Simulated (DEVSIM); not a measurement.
Structure: illuminated Si n-on-p cell, one wavelength, at 400 K.

| layer (left to right) | material | thickness (μm) | Nd (cm⁻³) | Na (cm⁻³) | τn (s) | τp (s) | absorption coefficient (cm⁻¹) |
|---|---|---|---|---|---|---|---|
| 1 | Si | 0.0990 | 1.6e19 | - | 8.5e-8 | 1.4e-6 | 3500 |
| 2 | Si | 220 | - | 4.9e16 | 8.5e-6 | 8.5e-6 | 3500 |

Left contact: ohmic, minority hole recombination velocity 2e6 cm/s. Right contact: ohmic, minority electron recombination velocity 2000 cm/s. Voltage is applied to the left contact. Recombination: SRH at mid-gap, radiative, Auger. Light enters at the left, 2.4e18 photons cm⁻² s⁻¹, one pass, no reflection. Mobility is μmin + (μ − μmin)/(1 + (N/Nref)^α).

This is a model device: material constants are rounded textbook-type values typed into the input, and sizes, dopings and lifetimes were drawn at random. Values at 300 K; Nc and Nv go as T^1.5, mobilities as T to minus their exponent, the gap by Varshni's rule with the affinity fixed.

| parameter | Si |
|---|---|
| gap (eV) | 1.124 |
| affinity (eV) | 4.05 |
| permittivity | 11.7 |
| Nc (cm⁻³) | 2.86e19 |
| Nv (cm⁻³) | 3.1e19 |
| μn (cm²/Vs) | 1417 |
| μp (cm²/Vs) | 470 |
| μn,min | 52 |
| μp,min | 45 |
| Nref,n | 9.7e16 |
| Nref,p | 2.2e17 |
| αn | 0.68 |
| αp | 0.72 |
| T exponent of μn | 2.3 |
| T exponent of μp | 2.2 |
| B (cm³/s) | 4.7e-15 |
| Cn (cm⁶/s) | 2.8e-31 |
| Cp (cm⁶/s) | 9.9e-32 |
| Varshni α (eV/K) | 0.000473 |
| Varshni β (K) | 636 |

DEVSIM, 1D drift-diffusion, Boltzmann statistics, complete ionisation; no tunnelling, impact ionisation, image-force lowering or self-heating.

The photon flux was swept, all else fixed.

```
photon flux (cm^-2 s^-1)  largest power (mW/cm²)  fill factor  open-circuit voltage (V)  share of generated pairs collected at short circuit
------------------------  ----------------------  -----------  ------------------------  ---------------------------------------------------
7.2e16                                      2.96         0.71                     0.376                                                0.962
2.4e17                                      11.3         0.73                     0.417                                                0.962
7.2e17                                      37.5         0.74                     0.455                                                0.963
2.4e18                                       138         0.75                     0.496                                                0.963
7.2e18                                       447         0.75                     0.533                                                0.965
2.4e19                                      1540         0.72                     0.571                                                0.969
7.2e19                                      4230         0.62                     0.602                                                0.976
```

From the first row to the last the largest power goes from 2.96 to 4230. From the first row to the last the fill factor goes from 0.71 to 0.62.
